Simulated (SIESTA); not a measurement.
**SIESTA run on MnCl2 (R-3m, 3 atoms in the cell): self-consistent single point**

Method of the run: LDA PW92, numerical atomic orbitals DZP, PseudoDojo LDA standard norm-conserving potentials (rewritten from UPF to PSML) (SIESTA).

Input:

```
# files in the folder: Mn.psml Cl.psml (PseudoDojo LDA standard)
SystemName  MnCl2
SystemLabel MnCl2

NumberOfAtoms                3
NumberOfSpecies              2
%block ChemicalSpeciesLabel
  1 25 Mn
  2 17 Cl
%endblock ChemicalSpeciesLabel
LatticeConstant              6.200006 Ang
%block LatticeVectors
     0.297257777    0.171621931    0.939246349
    -0.297257777    0.171621931    0.939246349
     0.000000000   -0.343243700    0.939246349
%endblock LatticeVectors
AtomicCoordinatesFormat      Ang
%block AtomicCoordinatesAndAtomicSpecies
     0.000000000    0.000000000    0.000000000  1
     0.000000000    0.000000250    4.367499750  2
     0.000000000    0.000000750   13.102499250  2
%endblock AtomicCoordinatesAndAtomicSpecies

XC.functional                LDA
XC.authors                   PW92
PAO.BasisSize                DZP
PAO.EnergyShift              0.01 Ry
MeshCutoff                   300 Ry
%block kgrid.MonkhorstPack
    9   0   0  0.0
    0   9   0  0.0
    0   0   9  0.0
%endblock kgrid.MonkhorstPack
OccupationFunction           MP
OccupationMPOrder            0
ElectronicTemperature        0.136 eV
Spin                         polarized
%block DM.InitSpin
  1 +4.00
  2 +0.00
  3 +0.00
%endblock DM.InitSpin

MaxSCFIterations             150
SCF.Mixer.Method             Pulay
SCF.Mixer.Weight             0.1
SCF.Mixer.History            8
SCF.DM.Tolerance             1.0E-05
Diag.ParallelOverK           true
WriteForces                  true
Charge.Mulliken              end
```

Output, abridged:

```
reinit: Reading from file input.fdf

reinit: System Name: MnCl2
reinit: System Label: MnCl2

NOTE on units for spin output:
{S} is the spin magnetic moment, in units of the Bohr magneton,
assuming a g-factor for the electron spin of exactly 2.
The spin magnetic moment is then numerically equal to the charge inbalance,
in units of electrons, between the spin-up and -down channels.

coor:   Atomic-coordinates input format  =     Cartesian coordinates
coor:                                          (in Angstroms)

siesta: Atomic coordinates (Bohr) and species
siesta:      0.00000   0.00000   0.00000  1        1
siesta:      0.00000   0.00000   8.25338  2        2
siesta:      0.00000   0.00000  24.76014  2        3

siesta: System type = bulk

initatomlists: Number of atoms, orbitals, and projectors:      3    45    54

siesta: ******************** Simulation parameters ****************************
redata: Spin configuration                          = collinear
redata: Time-Reversal Symmetry                      = T
redata: Number of Atomic Species                    =        2
redata: Mesh Cutoff                                 =   300.0000 Ry
redata: Net charge of the system                    =     0.0000 |e|
redata: Min. number of SCF Iter                     =        0
redata: Max. number of SCF Iter                     =      150
redata: SCF convergence failure will abort job
redata: SCF mix quantity                            = Hamiltonian
redata: Mix DM or H after convergence               =   F
redata: Recompute H after scf cycle                 =   F
redata: Mix DM in first SCF step                    =   T
redata: No kicks to SCF
redata: DM Mixing Weight for Kicks                  =     0.5000
redata: Require Harris convergence for SCF          =   F
redata: Harris energy tolerance for SCF             =     0.000100 eV
redata: Require DM convergence for SCF              =   T
   [... lines left out ...]
diag: Used triangular part                          = Lower
diag: Absolute tolerance                            =  0.100E-15
diag: Orthogonalization factor                      =  0.100E-05
diag: Memory factor                                 =  1.0000

superc: Internal auxiliary supercell:     5 x     5 x     5  =     125
superc: Number of atoms, orbitals, and projectors:    375   5625   6750

                        Single-point calculation

superc: Internal auxiliary supercell:     5 x     5 x     5  =     125
superc: Number of atoms, orbitals, and projectors:    375   5625   6750

outcell: Unit cell vectors (Ang):
        1.843000    1.064057    5.823333
       -1.843000    1.064057    5.823333
        0.000000   -2.128113    5.823333

outcell: Cell vector modules (Ang)   :    6.200006    6.200006    6.200006
outcell: Cell angles (23,13,12) (deg):     34.5859     34.5859     34.5859
outcell: Cell volume (Ang**3)        :     68.5193
new_DM -- step:     1
Initializing Density Matrix...

Attempting to read DM from file... Failed...
DM filled with atomic data (user-defined):

InitMesh: MESH = 64 x 64 x 64 = 262144
InitMesh: Mesh cutoff (required, used) =   300.000   333.825 Ry

stepf: Methfessel-Paxton step function
       Using Hermite-Gauss polynomials of order  0
        iscf     Eharris(eV)        E_KS(eV)     FreeEng(eV)     dDmax    Ef(eV) dHmax(eV)
   scf:    1    -3853.134050    -3850.704495    -3850.704495  0.726183 -1.383003 13.480339
     spin moment: {S} , |S| = {        0.0        0.0    5.00000 }     5.00000
   scf:    2    -3853.531723    -3852.213032    -3852.213032  0.100014 -2.105667  9.586485
     spin moment: {S} , |S| = {        0.0        0.0    5.00000 }     5.00000
   scf:    3    -3853.816280    -3853.552537    -3853.552537  0.216186 -4.050676  0.616991
     spin moment: {S} , |S| = {        0.0        0.0    5.00000 }     5.00000
   scf:    4    -3853.546993    -3853.579804    -3853.579804  0.018717 -3.756803  1.367366
     spin moment: {S} , |S| = {        0.0        0.0    5.00000 }     5.00000
   scf:    5    -3853.607051    -3853.602633    -3853.602633  0.032178 -3.984663  0.225971
     spin moment: {S} , |S| = {        0.0        0.0    5.00000 }     5.00000
   scf:    6    -3853.594043    -3853.600546    -3853.600546  0.009395 -3.983762  0.400495
   [... lines left out ...]
   scf:    8    -3853.604266    -3853.604070    -3853.604070  0.011132 -4.026661  0.067138
     spin moment: {S} , |S| = {        0.0        0.0    5.00000 }     5.00000
   scf:    9    -3853.604173    -3853.604128    -3853.604128  0.001031 -4.031524  0.034539
     spin moment: {S} , |S| = {        0.0        0.0    5.00000 }     5.00000
   scf:   10    -3853.604157    -3853.604148    -3853.604148  0.000721 -4.036428  0.003193
     spin moment: {S} , |S| = {        0.0        0.0    5.00000 }     5.00000
   scf:   11    -3853.604148    -3853.604148    -3853.604148  0.000112 -4.037120  0.001707
     spin moment: {S} , |S| = {        0.0        0.0    5.00000 }     5.00000
   scf:   12    -3853.604148    -3853.604148    -3853.604148  0.000040 -4.036853  0.000149
     spin moment: {S} , |S| = {        0.0        0.0    5.00000 }     5.00000
   scf:   13    -3853.604148    -3853.604148    -3853.604148  0.000008 -4.036862  0.000059
     spin moment: {S} , |S| = {        0.0        0.0    5.00000 }     5.00000
SCF Convergence by DM+H criterion
max |DM_out - DM_in|         :     0.0000081172
max |H_out - H_in|      (eV) :     0.0000592445
SCF cycle converged after 13 iterations

Using DM_out to compute the final energy and forces

siesta: E_KS(eV) =            -3853.6041

siesta: E_KS - E_eggbox =     -3853.6041

siesta: Atomic forces (eV/Ang):
     1   -0.000000   -0.000000    0.000000
     2    0.000000    0.000000    0.791046
     3    0.000000   -0.000000   -0.791046
   Tot   -0.000000   -0.000000   -0.000000
   Max    0.791046
   Res    0.372903    sqrt( Sum f_i^2 / 3N )
   Max    0.791046    constrained

Stress tensor Voigt[x,y,z,yz,xz,xy] (kbar):       88.12       88.12       86.54       -0.00        0.00        0.00
(Free)E + p*V (eV/cell)    -3857.3502
Target enthalpy (eV/cell)    -3853.6041

siesta: Program's energy decomposition (eV):
siesta: Ebs     =      -684.877380
siesta: Eions   =      5596.661931
siesta: Ena     =       909.856443
siesta: Ekin    =      1636.768697
siesta: Enl     =       -95.389851
siesta: Eso     =         0.000000
siesta: Edftu   =         0.000000
siesta: DEna    =        28.546552
siesta: DUscf   =         0.753816
siesta: DUext   =         0.000000
siesta: Ex      =      -673.142168
siesta: Ec      =       -64.335706
siesta: Exc     =      -737.477873
siesta: Eharris =     -3853.604148
siesta: Etot    =     -3853.604148
siesta: FreeEng =     -3853.604148

siesta: Atomic forces (eV/Ang):
siesta:      1   -0.000000   -0.000000    0.000000
siesta:      2    0.000000    0.000000    0.791046
siesta:      3    0.000000   -0.000000   -0.791046
siesta: ----------------------------------------
siesta:    Tot   -0.000000   -0.000000   -0.000000

siesta: Stress tensor (static) (eV/Ang**3):
siesta:     0.055002    0.000000   -0.000000
siesta:     0.000000    0.055002   -0.000000
siesta:     0.000000   -0.000000    0.054012

siesta: Cell volume =         68.519308 Ang**3

siesta: Pressure (static):
siesta:                Solid            Molecule  Units
siesta:          -0.00059545         -0.00022934  Ry/Bohr**3
siesta:          -0.05467173         -0.02105692  eV/Ang**3
   [... lines left out ...]
siesta:         -87.59376462        -33.73690080  kBar
   [... lines left out ...]
   2  3.615   0.891   0.036   0.843   0.951   0.843   0.023  -0.040   0.023
              0.008   0.010   0.008   0.010   0.008
   3  3.615   0.891   0.036   0.843   0.951   0.843   0.023  -0.040   0.023
              0.008   0.010   0.008   0.010   0.008

mulliken: Qtot =       17.000

mulliken: Spin DOWN

Species: Mn
Atom  Qatom  Qorb
               3s      4s      4s      3py     3pz     3px     4py     4pz
               4px     3dxy    3dyz    3dz2    3dxz    3dx2-y2 3dxy    3dyz
               3dz2    3dxz    3dx2-y2
   1  5.010   1.000   0.385  -0.101   1.003   1.002   1.003   0.143   0.139
              0.143   0.069   0.096   0.031   0.096   0.069  -0.013  -0.016

             -0.008  -0.016  -0.013

Species: Cl
Atom  Qatom  Qorb
               3s      3s      3py     3pz     3px     3py     3pz     3px
               3Pdxy   3Pdyz   3Pdz2   3Pdxz   3Pdx2-y2
   2  3.495   0.892   0.032   0.836   0.924   0.836   0.002  -0.049   0.002
              0.002   0.005   0.004   0.005   0.002
   3  3.495   0.892   0.032   0.836   0.924   0.836   0.002  -0.049   0.002
              0.002   0.005   0.004   0.005   0.002

mulliken: Qtot =       12.000

Mulliken Atomic Populations:
Atom #   charge [q] valence [e]      Sz [e]  Species
     1     0.219555   14.780445    4.760630  Mn
     2    -0.109777    7.109777    0.119685  Cl
     3    -0.109777    7.109777    0.119685  Cl
 Total     0.000000                5.000000
```

The run converged in 13 iterations.

The starting cell comes from a database of published, mostly measured structures (it also holds non-ambient and calculated ones), without a prior relaxation at this level. With one magnetic atom in the cell only a parallel order is possible. Values carry the incompleteness of an atom-centred basis. With a pressure of about -9 GPa the cell is away from its equilibrium volume at this level.
